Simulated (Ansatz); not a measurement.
**Amorphous Si₁₀Al₁₆O₄₄**

The cell was made by melting and quenching with the CHGNet potential and then relaxed with DFT. O atoms were pushed apart under 1.9 Å during the dynamics, to hinder bonds among them. The hot cell started wider than the set density and was brought back towards it in steps. It is the lowest in DFT energy of 2 quenches. It is a model cell: composition and starting density were chosen by hand, and all elements were melted together. No dispersion term was used.

Methods: PBE, scalar-relativistic without spin-orbit coupling (Ansatz, an electronic-structure program); r2SCAN, scalar-relativistic without spin-orbit coupling (Ansatz); HSE06, scalar-relativistic without spin-orbit coupling (Ansatz). Geometry, pressure, stress and energy are those of the PBE run. Its sampling: a 2×2×2 Γ-centred mesh; Fermi-Dirac width 0.02 eV; no spin polarisation. Other functionals are single points at the zone centre (r2SCAN at 500 eV; exact exchange cut at the cell's faces), free to take moments where seeds were set. At PBE the levels at the filled edge of the gap are localised (band-tail or defect states), and the nearest spread-out levels lie 4.2 eV apart at the zone centre.

The number of atoms in the cell comes out as 70 and the density (volume relaxed, without dispersion) is 2.38 g/cm³. The volume per atom is 14.12 Å^3 and the pressure on a 2×2×2 Γ-centred mesh comes out as -0.06 GPa. The largest force and stress component on that mesh (the relaxation ran on the zone centre alone) comes out as 0.03 eV/Å and 1.3 GPa. The energy relative to corundum + alpha cristobalite (lowest mix at this level among the phases computed, not always the ambient ones) comes out as 0.149 eV/atom and the level gap on a 2×2×2 Γ-centred mesh (PBE) comes out as 3.91 eV. The level gap at the zone centre (PBE) is 3.91 eV. The level gap at the zone centre (r2SCAN) is 4.52 eV and the level gap at the zone centre (HSE06) comes out as 5.61 eV.

Cut-offs for bonds: Si-Si 2.60 Å, Si-Al 2.55 Å, Si-O 1.94 Å, Al-Al 2.66 Å, Al-O 2.48 Å, O-O 1.58 Å. Two cations that share two anions don't count as bonded, nor two that share one unless they lie closer than Si-Si 2.38 Å, Si-Al 2.48 Å, Al-Al 2.59 Å.

```
Quantity                                                         Result
---------------------------------  ------------------------------------
Mean coordination of Si by anions                      4.00 (10 with 4)
Mean coordination of Al by anions  4.19 (1 with 3, 11 with 4, 4 with 5)
Mean coordination of O                      2.43 (25 with 2, 19 with 3)
Mean Al-O bond                     1.823 Å (spread 0.121 Å, 67 counted)
Mean Si-O bond                     1.638 Å (spread 0.044 Å, 40 counted)
```

Its density started from a set value of 2.35 g/cm³. The simulated quench (nominally 83 K/ps over its main leg) is rapid and tends to freeze in more defects than a deposited or slowly cooled glass has. One small periodic cell is one sample of the glass; other quenches scatter about these values. The volume was free in the relaxation, at fixed shape. Stress components on the final sampling reach 1.3 GPa.
